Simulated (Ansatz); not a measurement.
KTaO3, pressure series

Base system: KTaO3 in the cubic perovskite structure (space group Pm-3m, No. 221; a = 4.023 Å).

Cell and atoms are relaxed at each pressure.

Levels (all Ansatz, a first-principles code, PAW, earlier PAW set): PBE (420 eV, spin-orbit coupling left out); r2SCAN (500 eV, without spin-orbit coupling).

The base cell above is that of PBE; each level relaxes its own structures.

```tsv
case	band gap, PBE	band gap, r2SCAN
pressure −2 GPa	2.15 eV	2.61 eV
pressure −1 GPa	2.16 eV	2.63 eV
pressure 1.8 GPa	2.19 eV	2.66 eV
pressure 4.2 GPa	2.22 eV	2.69 eV
pressure 9 GPa	2.27 eV	2.74 eV
pressure 18 GPa	2.35 eV	2.83 eV
pressure 30 GPa	2.44 eV	2.92 eV
pressure 45 GPa	2.52 eV	3.01 eV
pressure 60 GPa	2.59 eV	3.09 eV
```

PBE lies below r2SCAN in every row, by 0.47 eV to 0.49 eV. They put the cases in the same order.

With Ta present, leaving out spin-orbit coupling can change the band edges. Load acts through the strain it causes; cell and atoms are relaxed under it. Whether these cells are dynamically stable was not tested. No other phases were tried under pressure.
